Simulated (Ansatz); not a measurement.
## Pressure series in Ta3O7F

Start from Ta3O7F (space group Cmmm, No. 65; a = 6.442 Å, b = 10.683 Å, c = 3.845 Å; a cell from a computed database, its experimental status unchecked).

Cell and atoms are relaxed at each pressure.

The values are results of plane-wave PAW DFT at the PBEsol level (Ansatz, a first-principles code, 420 eV), without spin-orbit coupling, not measurements.

Candidates:
(a) pressure 45 GPa
(b) pressure 18 GPa
(c) pressure 60 GPa
(d) pressure −1 GPa

Before the change:

| Quantity | Value |
|---|---|
| Band gap | 2.27 eV |

**Question.** Order them by band gap, highest first.

**Answer.** (c) pressure 60 GPa (2.67 eV), (a) pressure 45 GPa (2.59 eV), (b) pressure 18 GPa (2.41 eV), (d) pressure −1 GPa (2.27 eV)

With Ta present, leaving out spin-orbit coupling can change the band edges. Load acts through the strain it causes; cell and atoms are relaxed under it. Stability against distortions was not tested. Competing high-pressure phases were not computed.
